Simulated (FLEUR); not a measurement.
Troubleshooting FLEUR: a failed run on SnGeO3 (Pm-3m, 5 atoms in the cell). The aim is a self-consistent single point with DFT, PBEsol, all-electron FLAPW (FLEUR), scalar-relativistic valence.

Input:

```xml
# input of inpgen
SnGeO3 FLAPW
&input film=f /
7.3023363826 0.0000000000 0.0000000000
0.0000000000 7.3023363826 0.0000000000
0.0000000000 0.0000000000 7.3023363826
1.0
1.0 1.0 1.0

5
50 0.0000000000 0.0000000000 0.0000000000
32 0.5000000000 0.5000000000 0.5000000000
8 0.5000000000 0.5000000000 0.0000000000
8 0.0000000000 0.5000000000 0.5000000000
8 0.5000000000 0.0000000000 0.5000000000

&comp jspins=1 /
&exco xctyp='PBEs' /
&kpt div1=5 div2=5 div3=5 /
&end /
# inp.xml
<?xml version="1.0" encoding="UTF-8" standalone="no"?>
<fleurInput fleurInputVersion="0.39">
   <comment>
      SnGeO3 FLAPW                                                                                        
   </comment>
   <calculationSetup>
      <cutoffs Kmax="4.7" Gmax="18.8" GmaxXC="18.8" numbands="0"/>
      <scfLoop itmax="60" minDistance="0.00001" maxIterBroyd="40" imix="Anderson" alpha="0.05" precondParam="0.0" spinf="2.0"/>
      <coreElectrons ctail="T" frcor="F" kcrel="0" coretail_lmax="0"/>
      <xcFunctional name="PBEs" relativisticCorrections="F"/>
      <magnetism jspins="1"/>
      <soc l_soc="F" theta="0.0" phi="0.0" spav="F"/>
      <expertModes spex="0" secvar="F"/>
      <geometryOptimization l_f="T" forcealpha="1.0" forcemix="BFGS" epsdisp="0.00001" epsforce="0.00001"/>
      <ldaU l_linMix="F" mixParam="0.05" spinf="1.0"/>
   </calculationSetup>
   <cell>
      <bzIntegration valenceElectrons="46.0" mode="gauss" fermiSmearingEnergy="0.00183747">
         <kPointListSelection listName="default-1"/>
         <!-- k-points included here -->
         <xi:include xmlns:xi="http://www.w3.org/2001/XInclude" href="kpts.xml"> </xi:include>
      </bzIntegration>
      <!-- symmetry operations included here -->
      <xi:include xmlns:xi="http://www.w3.org/2001/XInclude" href="sym.xml"> </xi:include>
      <bulkLattice scale="1.0">
         <bravaisMatrix>
            <row-1>    7.3023363826000001     0.0000000000000000     0.0000000000000000</row-1>
            <row-2>    0.0000000000000000     7.3023363826000001     0.0000000000000000</row-2>
            <row-3>    0.0000000000000000     0.0000000000000000     7.3023363826000001</row-3>
         </bravaisMatrix>
      </bulkLattice>
   </cell>
   <atomSpecies>
      <species name="Tin (Sn)" element="Sn" atomicNumber="50">
         <mtSphere radius="1.47" gridPoints="925" logIncrement="0.014"/>
         <atomicCutoffs lmax="10" lnonsphr="8"/>
         <electronConfig flipSpins="F">
            <coreConfig>(1s1/2) (2s1/2) (2p1/2) (2p3/2) (3s1/2) (3p1/2) (3p3/2) (4s1/2) (3d3/2) (3d5/2) (4p1/2) (4p3/2)</coreConfig>
            <valenceConfig>(5s1/2) (4d3/2) (4d5/2) (5p1/2) (5p3/2)</valenceConfig>
            <stateOccupation state="(5p1/2)" spinUp="0.3333333333333" spinDown="0.3333333333333"/>
            <stateOccupation state="(5p3/2)" spinUp="0.6666666666667" spinDown="0.6666666666667"/>
         </electronConfig>
         <energyParameters s="5" p="5" d="5" f="4"/>
         <lo type="SCLO" l="2" n="4" eDeriv="0"/>
      </species>
      <species name="Germanium (Ge)" element="Ge" atomicNumber="32">
         <mtSphere radius="1.19" gridPoints="751" logIncrement="0.016"/>
         <atomicCutoffs lmax="8" lnonsphr="6"/>
         <electronConfig flipSpins="F">
            <coreConfig>(1s1/2) (2s1/2) (2p1/2) (2p3/2) (3s1/2) (3p1/2) (3p3/2)</coreConfig>
            <valenceConfig>(4s1/2) (3d3/2) (3d5/2) (4p1/2) (4p3/2)</valenceConfig>
            <stateOccupation state="(4p1/2)" spinUp="0.3333333333333" spinDown="0.3333333333333"/>
            <stateOccupation state="(4p3/2)" spinUp="0.6666666666667" spinDown="0.6666666666667"/>
         </electronConfig>
         <energyParameters s="4" p="4" d="3" f="4"/>
         <lo type="HELO" l="2" n="4" eDeriv="0"/>
      </species>
      <species name="Oxygen (O)" element="O" atomicNumber="8">
         <mtSphere radius="0.68" gridPoints="427" logIncrement="0.024"/>
         <atomicCutoffs lmax="6" lnonsphr="4"/>
         <electronConfig flipSpins="F">
            <coreConfig>(1s1/2)</coreConfig>
            <valenceConfig>(2s1/2) (2p1/2) (2p3/2)</valenceConfig>
            <stateOccupation state="(2p1/2)" spinUp="0.6666666666667" spinDown="0.6666666666667"/>
            <stateOccupation state="(2p3/2)" spinUp="1.3333333333333" spinDown="1.3333333333333"/>
         </electronConfig>
         <energyParameters s="2" p="2" d="3" f="4"/>
      </species>
   </atomSpecies>
   <atomGroups>
      <atomGroup species="Tin (Sn)">
         <relPos label="                   1">.0000000000 .0000000000 .0000000000</relPos>
         <force calculate="T" relaxXYZ="TTT"/>
      </atomGroup>
      <atomGroup species="Germanium (Ge)">
         <relPos label="                   2">1.000/2.000 1.000/2.000 1.000/2.000</relPos>
         <force calculate="T" relaxXYZ="TTT"/>
      </atomGroup>
      <atomGroup species="Oxygen (O)">
         <relPos label="                   3">1.000/2.000 1.000/2.000 .0000000000</relPos>
         <relPos label="                   4">.0000000000 1.000/2.000 1.000/2.000</relPos>
         <relPos label="                   5">1.000/2.000 .0000000000 1.000/2.000</relPos>
         <force calculate="T" relaxXYZ="TTT"/>
      </atomGroup>
   </atomGroups>
   <output dos="F" band="F" slice="F">
      <checks vchk="F" cdinf="F"/>
      <bandDOS minEnergy="-.5*Htr" maxEnergy="0.5*Htr" sigma="0.015" storeEVData="T"/>
      <vacuumDOS vacdos="F" integ="F" star="F" nstars="0" locx1="0.0" locy1="0.0" locx2="0.0" locy2="0.0" nstm="0" tworkf="0.0"/>
      <unfoldingBand unfoldBand="F" supercellX="1" supercellY="1" supercellZ="1"/>
      <plotting iplot="0" polar="F">
         <plot TwoD="T" vec1="  1.0  0.0  0.0" vec2="  0.0  1.0  0.0" vec3="  0.0  0.0  1.0" zero="  0.0  0.0  0.0" file="plot"/>
      </plotting>
      <chargeDensitySlicing numkpt="0" minEigenval="0.0" maxEigenval="0.0" nnne="0" pallst="F"/>
      <specialOutput eonly="F"/>
      <magneticCircularDichroism mcd="F" energyLo="-10.0" energyUp="0.0"/>
   </output>
  <!-- We include the file relax.xml here to enable relaxations (see documentation) -->
  <xi:include xmlns:xi="http://www.w3.org/2001/XInclude" href="relax.xml"> <xi:fallback/> </xi:include>
</fleurInput>
```

Output, abridged:

```
 Iteration:     1   Distance:     225.12330944 me/bohr^3
 Iteration:     2   Distance:     201.48216268 me/bohr^3
 Iteration:     3   Distance:     216.15325402 me/bohr^3
 Iteration:     4   Distance:     199.82619725 me/bohr^3
 Iteration:     5   Distance:     115.57932567 me/bohr^3
   [... 51 lines left out ...]
 Iteration:    57   Distance:      10.19253795 me/bohr^3
 Iteration:    58   Distance:      10.30594697 me/bohr^3
 Iteration:    59   Distance:      14.50162869 me/bohr^3
 Iteration:    60   Distance:      17.69117187 me/bohr^3
 Run finished successfully
 Stop message:
   all done

[file out, last iteration]
             iter=     60
[...]
          total density-effective poten   -1.3868862404E+04
          total charge density-energy d   -2.6793939574E+02
 Updated energy parameters for spin:           1
[...]
 fermi energy and band-weighting factors:

[...]
FERMIE:
   [... lines left out ...]
          first approx. to ef    (T=0)  :   0.379170 htr   (energy of the highest occ. eigenvalue)
          total moment                 =     0.00000
 Direct bandgap for spin            1 :    1.2059375705936182E-003  Htr
 ---->    free energy=                     -8532.9931604377 htr
   [... lines left out ...]
      extrapolation for T->0
 ---->    total electron energy=           -8532.9931604377 htr
 ***** TOTAL FORCES ON ATOMS *****
 TOTAL FORCE FOR ATOM TYPE=  1  X=  0.000   Y=  0.000   Z=  0.000
                       FX_TOT= 0.000000 FY_TOT= 0.000000 FZ_TOT= 0.000000
 TOTAL FORCE FOR ATOM TYPE=  2  X=  3.651   Y=  3.651   Z=  3.651
                       FX_TOT= 0.000000 FY_TOT= 0.000000 FZ_TOT= 0.000000
 TOTAL FORCE FOR ATOM TYPE=  3  X=  3.651   Y=  3.651   Z=  0.000
                       FX_TOT= 0.000000 FY_TOT= 0.000000 FZ_TOT= 0.000000
No new postions, force convergence required= 0.00001; max force distance= 0.00000
---->    distance of charge densities for spin  1                 it=   60:    17.691172 me/bohr**3
GENERALIZED ANDERSON MIXING: alpha=   0.05000 History-length=20
     ******* it= 60  is completed********
```

Q: Diagnose the run.

A: The fault is muffin-tin spheres that are too small. Small spheres let core charge leak out and need a larger plane-wave cutoff. To fix it, use nearly touching spheres. The run ended unconverged after 60 iterations.

An input that runs soundly differs in these lines (not the only fix; some lines may just follow from the change or write a value another way):
```diff
-         <mtSphere radius="1.47" gridPoints="925" logIncrement="0.014"/>
+         <mtSphere radius="2.68" gridPoints="925" logIncrement="0.014"/>
-         <mtSphere radius="1.19" gridPoints="751" logIncrement="0.016"/>
+         <mtSphere radius="2.17" gridPoints="751" logIncrement="0.016"/>
-         <mtSphere radius="0.68" gridPoints="427" logIncrement="0.024"/>
+         <mtSphere radius="1.23" gridPoints="427" logIncrement="0.024"/>
```

With that input, the run converged in 18 iterations: total energy -231268.9150 eV; Fermi level (on the code's own zero) 14.91 eV (DFT, PBEsol, all-electron FLAPW (FLEUR), scalar-relativistic valence).

On the sound input: the starting cell comes from a database of computed structures (which also holds hypothetical and non-ambient phases and stackings), without a prior relaxation at this level. Values depend on the basis (sphere radii, cutoffs, local orbitals), which need not be converged. No gap is read from this output. The log's line on a gap gives a spacing of levels on this mesh, which the program prints for metals too.
